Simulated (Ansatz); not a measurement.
**Response to strain in C**

Consider C in the diamond structure (space group Fd-3m, No. 227; a = 3.532 Å). Axes: x, y, z lie along the cube axes.

Strains are applied to the cell and any free atomic positions relax; under biaxial strain the out-of-plane vector relaxes too.

Computed with plane-wave PAW DFT at the LDA level (Ansatz, a program for electronic structure, 420 eV), no spin-orbit coupling.

Notes on the quantities. energy relative to the base: free energy F; pressure: mean of the normal stresses, compression positive.

| variant | band gap | ratio −ε⊥/ε∥ | energy relative to the base | pressure |
|---|---|---|---|---|
| base | 4.17 eV | – | 0 meV/atom | 0.00 GPa |
| biaxial strain −2.50 %, plane normal [111], relaxed out of plane | 4.19 eV | 0.12 | +30 meV/atom | 24.64 GPa |
| biaxial strain −2.08 %, plane normal [111], relaxed out of plane | 4.19 eV | 0.12 | +21 meV/atom | 20.11 GPa |
| biaxial strain −1.67 %, plane normal [111], relaxed out of plane | 4.20 eV | 0.12 | +13 meV/atom | 15.85 GPa |
| biaxial strain −1.25 %, plane normal [111], relaxed out of plane | 4.20 eV | 0.12 | +7.3 meV/atom | 11.65 GPa |
| biaxial strain −0.83 %, plane normal [111], relaxed out of plane | 4.19 eV | 0.12 | +3.3 meV/atom | 7.58 GPa |
| biaxial strain −0.42 %, plane normal [111], relaxed out of plane | 4.19 eV | – | +0.9 meV/atom | 3.76 GPa |
| biaxial strain +0.42 %, plane normal [111], relaxed out of plane | (withheld) | – | (withheld) | (withheld) |
| biaxial strain +0.83 %, plane normal [111], relaxed out of plane | 4.11 eV | 0.11 | +3.1 meV/atom | -7.05 GPa |
| biaxial strain +2.08 %, plane normal [111], relaxed out of plane | 4.03 eV | 0.11 | +19 meV/atom | -16.68 GPa |

Question: Fill in the withheld entries from the trend.

Answer: 
- biaxial strain +0.42 %, plane normal [111], relaxed out of plane, band gap: 4.14 eV
- biaxial strain +0.42 %, plane normal [111], relaxed out of plane, energy relative to the base: +0.8 meV/atom
- biaxial strain +0.42 %, plane normal [111], relaxed out of plane, pressure: -3.63 GPa

Stability against distortions was not tested.
